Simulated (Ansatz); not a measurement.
The reference is Nb in the bcc (W type) structure (space group Im-3m, No. 229; relaxed with 0.1 eV smearing).

```xyz
1
Lattice="-1.6522 1.6522 1.6522 1.6522 -1.6522 1.6522 1.6522 1.6522 -1.6522" Properties=species:S:1:pos:R:3 pbc="T T T"
Nb     0.0000     0.0000     0.0000
```

Method: r2SCAN (Ansatz, a first-principles code; PAW; 500 eV plane waves; without spin-orbit coupling).

For the base:

The pressure is 0.0 GPa.

One thing is altered: every lattice vector is shortened by 2.50 %; the atoms relax in the strained cell.

Task: What happens to the pressure and energy relative to the base?

Result: The pressure goes from zero to 15.1 GPa; the energy rises by 59 meV/atom.

No phonon test of stability was made. All final runs are without spin polarisation.
